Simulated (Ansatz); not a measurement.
TiO2: carrier doping

The parent structure is TiO$_{2}$ in the anatase structure (space group I4_1/amd, No. 141).

```xyz
6
Lattice="-1.8889 1.8889 4.7919 1.8889 -1.8889 4.7919 1.8889 1.8889 -4.7919" Properties=species:S:1:pos:R:3 pbc="T T T"
Ti     0.0000     0.0000     4.7919
Ti     1.8889     0.0000     2.3959
O      0.0000     0.0000     2.8055
O      1.8889     0.0000     0.4095
O      1.8889     0.0000     4.3824
O      0.0000     0.0000     6.7783
```

Carriers are added at fixed cell with a uniform background; the Fermi–Dirac width is that of 300 K.

Method: r2SCAN in Ansatz (plane waves to 500 eV, PAW, no spin-orbit coupling).

Notes on the quantities. Fermi level from band edge: Fermi level relative to the doped band's edge (positive inside the band; to 0.05 eV).

| hole density (10^21 cm⁻³) | Fermi level from band edge (eV) |
|---|---|
| 3 | 0.15 |
| 5 | ? |
| 10 | 0.30 |
| 20 | 0.45 |

Q: Fit E_F = C n^s, fitted as a line in log–log form (a parabolic band gives s = 2/3) to the rows shown and predict the withheld row.

A: Least squares on the printed values gives C = 0.08 eV, s = 0.58 (largest residual 0.00 eV); this predicts 0.20 eV, and the run gives 0.20 eV, in agreement.

Charged cell with a jellium background: band edges are those of the host's band count, energies are not comparable with the neutral cell, and many-body gap narrowing is missing. Stability against distortions was not tested. All final runs are without spin polarisation.

Ansatz is an electronic-structure program.
